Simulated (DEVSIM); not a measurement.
System: Co/SiO2/p-Si capacitor, at 300 K.

```tsv
layer (left to right)	material	thickness (nm)	Na (cm⁻³)
1	SiO2	1.90	-
2	Si	2200	6.6e16
```

Metal gate on the left, work function 5 eV. Fixed charge at the semiconductor interface 1.8e11 cm⁻² (in units of +e); interface traps 1.2e11 cm⁻² eV⁻¹, uniform in energy, neutral level at 0.7 of the gap above the valence band.

This is a model device: material constants are rounded textbook-type values typed into the input, and sizes, dopings and lifetimes were drawn at random. Values at 300 K; Nc and Nv go as T^1.5, mobilities as T to minus their exponent, the gap by Varshni's rule with the affinity fixed.

```csv
parameter,SiO2,Si
gap (eV),9,1.124
affinity (eV),0.9,4.05
permittivity,3.9,11.7
Nc (cm⁻³),-,2.86e19
Nv (cm⁻³),-,3.1e19
Varshni α (eV/K),-,0.000473
Varshni β (K),-,636
```

DEVSIM, 1D Poisson equation in equilibrium, Boltzmann statistics, complete ionisation; no quantum confinement or tunnelling. Metal contacts follow the ideal Schottky-Mott rule: no Fermi-level pinning, no interface dipoles.

Base results: minimum of the low-frequency capacitance (μF/cm²) 0.106; flat-band voltage (V) -0.04; threshold voltage (band bending 2φF) (V) 0.85.

Question: What follows from this one change: fixed charge 1.8e+11 → -1.92e+12 cm^-2?

Answer: minimum of the low-frequency capacitance little changed (0.105 μF/cm²); flat-band voltage -0.04 → 0.15 V; threshold voltage (band bending 2φF) 0.85 → 1.04 V.

Question: What follows from this one change: temperature 300 → 400 K?

Answer: minimum of the low-frequency capacitance 0.106 → 0.122 μF/cm²; flat-band voltage -0.04 → 0.06 V; threshold voltage (band bending 2φF) 0.85 → 0.78 V.

Question: What follows from this one change: substrate doping 6.6e+16 → 6.6e+15 cm^-3?

Answer: minimum of the low-frequency capacitance 0.106 → 0.0502 μF/cm²; flat-band voltage -0.04 → 0.02 V; threshold voltage (band bending 2φF) 0.85 → 0.74 V.
